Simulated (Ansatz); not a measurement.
**GePd (model structure, started from the CoSn type, P6/mmm, No. 191, 6 atoms in the cell): equilibrium lattice constant a by level of theory**

No measured value is used here.

```
level (code)         value (Å)
-------------------  ---------
PBE (Ansatz)             5.606
PBEsol (Ansatz)          5.496
PBE-D3(BJ) (Ansatz)      5.530
```

PBE-D3(BJ): a distance lies near a switch of the dispersion term, which can move the cell. Ansatz's density-functional and Hartree–Fock values are scalar-relativistic unless marked +SOC, with PAW data made under PBE.

A model structure was made by putting elements into a prototype or built by hand; it is no filed structure, need not be a known phase, and can be a saddle point held by its symmetry.

Ansatz is a program for electronic structure.
